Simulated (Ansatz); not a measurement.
## PtTe2: isotropic strain +2.00 %

The parent structure is PtTe$_{2}$ (space group P-3m1, No. 164; a = 4.053 Å, c = 5.097 Å; layered; relaxed with 0.1 eV smearing).

It is then changed as follows: every lattice vector is stretched by 2.00 %, atoms relaxed at fixed cell.

The values are results of PBE-D3(BJ) in Ansatz (plane waves to 420 eV, PAW, no spin-orbit coupling), not measurements. Γ-centred 16×16×12 mesh, Fermi–Dirac width 0.1 eV.

| quantity | base | changed | shift |
|---|---|---|---|
| shortest interatomic distance | 2.707 Å | 2.737 Å | +0.030 Å |
| energy relative to the base (free energy F) | 0 meV/atom | +19 meV/atom | +19 meV/atom |
| pressure (mean of the normal stresses, compression positive) | 0.0 GPa | -3.9 GPa | -3.9 GPa |
| band gap | zero | zero | – |

Final structure:

```yaml
crystal:
  lattice:
    - [4.13369, 0.00000, 0.00000]
    - [-2.06685, 3.57988, 0.00000]
    - [0.00000, 0.00000, 5.19888]
  atoms:
    - { symbol: Te, position: [0.33333, 0.66667, 0.25756] }
    - { symbol: Te, position: [0.66667, 0.33333, 0.74244] }
    - { symbol: Pt, position: [0.00000, 0.00000, 0.00000] }
```

Whether these cells are dynamically stable was not tested. The final runs are not spin-polarised.

Ansatz is a program for electronic structure.
